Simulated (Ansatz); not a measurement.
Reference: YN (Fm-3m), r2SCAN with spin-orbit coupling, rigid bands (plane waves, PAW; Ansatz, a program for electronic structure); axes and stresses refer to this cell.

```
CELL_PARAMETERS angstrom
      0.00000     2.44787     2.44787
      2.44787     0.00000     2.44787
      2.44787     2.44787     0.00000
ATOMIC_POSITIONS crystal
  Y  0.00000 0.00000 0.00000
  N  0.50000 0.50000 0.50000
```

* **electron conductivity mass**: 0.23 mₑ
* **band gap**: 0.56 eV
* **hole conductivity mass**: 0.59 mₑ

Task: Change: biaxial stress xx = yy = 1 GPa (compression positive). What happens to electron conductivity mass, band gap, hole conductivity mass?

Result: electron conductivity mass moves little, to 0.23 mₑ; band gap moves little, to 0.55 eV; hole conductivity mass moves little, to 0.58 mₑ.

Task: Change: hydrostatic pressure -2 GPa. What happens to electron conductivity mass, band gap, hole conductivity mass?

Result: electron conductivity mass moves little, to 0.23 mₑ; band gap increases to 0.58 eV; hole conductivity mass moves little, to 0.59 mₑ.

Task: Change: hydrostatic pressure 2 GPa. What happens to electron conductivity mass, band gap, hole conductivity mass?

Result: electron conductivity mass moves little, to 0.22 mₑ; band gap shrinks to 0.55 eV; hole conductivity mass moves little, to 0.59 mₑ.

Task: Change: hydrostatic pressure 5 GPa. What happens to electron conductivity mass, band gap, hole conductivity mass?

Result: electron conductivity mass decreases to 0.21 mₑ; band gap falls to 0.52 eV; hole conductivity mass moves little, to 0.58 mₑ.

Task: Change: uniaxial stress zz = 1 GPa (compression positive). What happens to electron conductivity mass, band gap, hole conductivity mass?

Result: electron conductivity mass moves little, to 0.23 mₑ; band gap falls to 0.55 eV; hole conductivity mass moves little, to 0.58 mₑ.

Task: Change: uniaxial stress zz = 2 GPa (compression positive). What happens to electron conductivity mass, band gap, hole conductivity mass?

Result: electron conductivity mass moves little, to 0.23 mₑ; band gap shrinks to 0.53 eV; hole conductivity mass drops to 0.54 mₑ.

Masses are for dilute carriers at 300 K, harmonic means over directions unless an axis is named. Stresses and pressures are the targets of the relaxation.  The structure type is held under load, also where the real crystal would transform.
